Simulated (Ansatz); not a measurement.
Start from ZnO in the wurtzite structure (space group P6_3mc, No. 186).

```
CELL_PARAMETERS angstrom
      3.22996     0.00000     0.00000
     -1.61498     2.79723     0.00000
      0.00000     0.00000     5.21438
ATOMIC_POSITIONS crystal
  Zn 0.33333 0.66667 0.00154
  Zn 0.66667 0.33333 0.50154
  O  0.33333 0.66667 0.38046
  O  0.66667 0.33333 0.88046
```

Cartesian axes are those of the cell as printed.

Calculations: DFT with PBEsol, PAW potentials and a 420 eV plane-wave cutoff in Ansatz (a program for electronic structure), spin-orbit coupling left out.

Perturbation: the cell is compressed by 1.20 % along x with no lateral relaxation, atoms relaxed at fixed cell.

Problem. Predict the stress tensor and what it implies for the stiffness.

Solution. Stress of the strained cell less that of the base (GPa, compression positive):
```
   2.45    0.00    0.00
   0.00    1.53    0.00
   0.00    0.00    1.36
```

Then −Δσ_ii/ε with ε = -0.0120 gives relaxed-ion elastic constants: C11 ≈ 204 GPa, C12 ≈ 127 GPa and C13 ≈ 113 GPa.

Stability against distortions was not tested.
